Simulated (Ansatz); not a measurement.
## How the cohesive energy of GaP (model structure, started from the CsCl type, Pm-3m, No. 221, 2 atoms in the cell) moves with the method

No measured value is used here.

Task: Put these levels in order of the cohesive energy that they give for GaP (model structure, started from the CsCl type, Pm-3m, No. 221, 2 atoms in the cell), smallest first: LDA (Ansatz, a quantum-chemistry and plane-wave program), PBE-D3(BJ) (Ansatz), r²SCAN+rVV10 (Ansatz).

Result: r²SCAN+rVV10 (2.86 eV/atom), PBE-D3(BJ) (3.12 eV/atom), LDA (3.65 eV/atom)

Unless a cell is named, each level is at its own relaxed cell (LDA 15.48, PBE-D3(BJ) 15.79, r²SCAN+rVV10 16.07 Å³/atom).

Each level is taken at its own relaxed cell. Cutoffs differ between the levels. Ansatz's density-functional and Hartree–Fock values are scalar-relativistic unless marked +SOC, with PAW data made under PBE.

A model structure was made by putting elements into a prototype or built by hand; it is no filed structure, need not be a known phase, and can be a saddle point held by its symmetry.
